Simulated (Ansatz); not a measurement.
The parent structure is NbAs (space group I4_1md, No. 109).

```xyz
4
Lattice="-1.7368 1.7368 5.8744 1.7368 -1.7368 5.8744 1.7368 1.7368 -5.8744" Properties=species:S:1:pos:R:3 pbc="T T T"
Nb     0.0000     0.0000    11.7357
Nb     0.0000     1.7368     2.9241
As     0.0000     0.0000     4.9005
As     1.7368     0.0000     1.9633
```

Method: plane-wave PAW DFT at the PBE level (Ansatz, a program for electronic structure, 420 eV), scalar-relativistic without spin-orbit coupling.

Base values:

| Item | Result |
|---|---|
| c/a ratio | 3.382 |
| Band gap | zero |
| Shortest interatomic distance | 2.631 Å |
| Density | 7.86 g/cm³ |

The change: full substitution Nb → Ta; the structure is relaxed again.

Tabulated Pauling electronegativity and covalent radius: Nb 1.60, 1.64 Å; Ta 1.50, 1.70 Å.

**Question.** What happens to the c/a ratio, band gap, shortest interatomic distance and density?

**Answer.** The c/a ratio goes up by 0.006, from 3.382 to 3.388; the band gap remains zero; the shortest interatomic distance drops by 0.009 Å, from 2.631 Å to 2.622 Å; the density grows by 4.214 g/cm³, from 7.86 g/cm³ to 12.08 g/cm³.

Spin-orbit coupling, missing from the scalar runs, can matter with Ta. Stability against distortions was not tested. The final runs are not spin-polarised. The zero or small gap of TaAs and NbAs can change with the level of theory.
